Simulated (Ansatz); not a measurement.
The parent structure is Mg in the hcp (Mg type) structure (space group P6_3/mmc, No. 194; relaxed with 0.1 eV smearing).

```
Mg
1.0
    3.19522     0.00000     0.00000
   -1.59761     2.76714     0.00000
    0.00000     0.00000     5.19658
Mg
2
Cartesian
  0.00000   1.84476   3.89744
  1.59761   0.92238   1.29915
```

Cartesian axes are those of the cell as printed.

Calculations: PBE, PAW, 420 eV (Ansatz, a first-principles code; spin-orbit coupling left out).

Base values:

| Quantity | Result |
|---|---|
| Pressure | 0.0 GPa |
| Shortest interatomic distance | 3.187 Å |

The change: tensile biaxial strain of 0.76 % in the plane normal to [001], as in epitaxy on a mismatched substrate; the out-of-plane cell vector and the atoms relax.

What does the calculation give for the out-of-plane strain, pressure and shortest interatomic distance after the change?

The out-of-plane strain comes out as -0.47 %; the pressure (mean of the normal stresses, compression positive) goes from zero to -0.4 GPa; the shortest interatomic distance hardly moves (3.187 Å against 3.185 Å).

No phonon test of stability was made.
